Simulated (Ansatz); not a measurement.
# SnSe2: biaxial strain −1.00 %, plane normal [001], relaxed out of plane

Consider SnSe₂ in the CdI2 type structure (space group P-3m1, No. 164; a = 3.840 Å, c = 6.007 Å; layered, stacked along the Cartesian z axis). Axes: x lies along a and z along c of the hexagonal cell.

Perturbation: compressive biaxial strain of 1.00 % in the plane normal to [001], as in epitaxy on a mismatched substrate; the out-of-plane cell vector and the atoms relax.

Computed with PBE-D3(BJ) (Ansatz, an electronic-structure program; PAW; 420 eV plane waves; without spin-orbit coupling). Γ-centred 10×10×6 mesh, Fermi–Dirac width 0.05 eV.

```csv
quantity,base,changed,shift
volume per atom,25.57 Å³,25.34 Å³,-0.23 Å³
space group,P-3m1 (No. 164),P-3m1 (No. 164),–
shortest interatomic distance,2.730 Å,2.720 Å,-0.0106 Å
"pressure (mean of the normal stresses, compression positive)",0.00 GPa,0.78 GPa,+0.78 GPa
band gap,0.36 eV,0.45 eV,+0.09 eV
gap character,"indirect, K–Γ (79 % along) → k = (0, 0.400, 1/3) in the run's primitive reciprocal basis","indirect, K–Γ (79 % along) → k = (0, 0.400, -1/3) in the run's primitive reciprocal basis",–
width of the top valence band,1.99 eV,1.94 eV,-0.05 eV
out-of-plane strain,–,+1.10 %,–
ratio −ε⊥/ε∥,–,1.10,–
mean in-plane stress (compression positive),–,+1.2 GPa,–
```

Final structure (turned so that z lies along the plane normal):

```
SnSe2
1.0
    3.80178     0.00000     0.00000
    1.90089     3.29243     0.00000
    0.00000     0.00000     6.07281
Sn Se
1 2
Direct
  0.00000   0.00000   0.00000
  0.33333   0.33333   0.26446
  0.66667   0.66667   0.73554
```

Whether these cells are dynamically stable was not tested.
